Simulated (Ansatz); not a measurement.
**KTaO3 in the cubic perovskite structure (space group Pm-3m, No. 221)**

Space group Pm-3m (No. 221); a = 4.024 Å, b = 4.024 Å, c = 4.024 Å, α = 90.00°, β = 90.00°, γ = 90.00°

| atom | site | symmetry | x | y | z |
|---|---|---|---|---|---|
| K | 1a | m-3m | 0.0000 | 0.0000 | 0.0000 |
| Ta | 1b | m-3m | 0.5000 | 0.5000 | 0.5000 |
| O | 3c | 4/mm.m | 0.0000 | 0.5000 | 0.5000 |

Method: Ansatz (a first-principles code), PBE, PAW, cutoff 420 eV, no spin-orbit coupling. Γ-centred 8×8×8 mesh, Fermi–Dirac width 0.05 eV.

| Quantity | Result |
|---|---|
| Volume per atom | 13.04 Å³ |
| Density | 6.83 g/cm³ |
| Band gap | 2.16 eV, indirect, R → Γ |
| Lowest conduction-band minima above the VBM | Γ 2.16 eV |
| Total energy | -2635.646 eV/atom (σ→0; compares only within this code and set-up) |

With Ta present, leaving out spin-orbit coupling can change the band edges. Stability against distortions was not tested.
